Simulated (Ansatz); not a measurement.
Take HgSe in the zinc blende structure (space group F-43m, No. 216; a = 6.2600 Å) as the base.

Method: plane-wave PAW DFT at the PBE level (Ansatz, a quantum-chemistry and plane-wave program, 420 eV), spin-orbit coupling left out.

Before the change:

- Pressure: 0.0 GPa
- Band gap: zero

Modification: every lattice vector is stretched by 1.50 %; the atoms relax in the strained cell.

Problem. What happens to the energy relative to the base, pressure and band gap?

Solution. The energy rises by 7.8 meV/atom; the pressure goes from zero to -1.7 GPa; the band gap stays zero.

Spin-orbit coupling, missing from the scalar runs, can matter with Hg. No phonon test of stability was made. All final runs are without spin polarisation. The zero or small gap of HgSe can change with the level of theory.
